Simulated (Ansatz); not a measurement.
Results of r²SCAN (plane waves, PAW; Ansatz, a quantum-chemistry and plane-wave program) for GaSb (model structure, within 0.1 Å of Fm-3m, No. 225, 8 atoms in the cell).

Settings: plane-wave cutoff 560 eV, 6×14×12 k mesh (along the axes of the cell as run), Fermi–Dirac smearing 0.05 eV, scalar-relativistic PAW data made under PBE.

Cell (relaxed at this level):

```
GaSb
1.0
   11.47798     0.00000     0.00000
    0.00000     4.04252     0.00000
    0.00000     0.00000     4.07455
Ga Sb
4 4
Direct
  0.12500   0.25000   0.25003
  0.37500   0.75000   0.75003
  0.87500   0.75000   0.74997
  0.62500   0.25000   0.24997
  0.87499   0.25000   0.24996
  0.62501   0.75000   0.74996
  0.12501   0.75000   0.75004
  0.37499   0.25000   0.25004
```

Problem. Predict the bulk modulus B0.

Solution. 
- bulk modulus B0 = 63.4 GPa

The run finds no gap.

Note: the bulk modulus is −V dP/dV from two relaxed cells at ±2 % in volume.

Spin–orbit coupling is not included; it can open a gap where bands touch, and shift volumes and moduli.

Static lattice: no zero-point or thermal effects.

A model structure was made by putting elements into a prototype or built by hand; it is no filed structure, need not be a known phase, and can be a saddle point held by its symmetry.
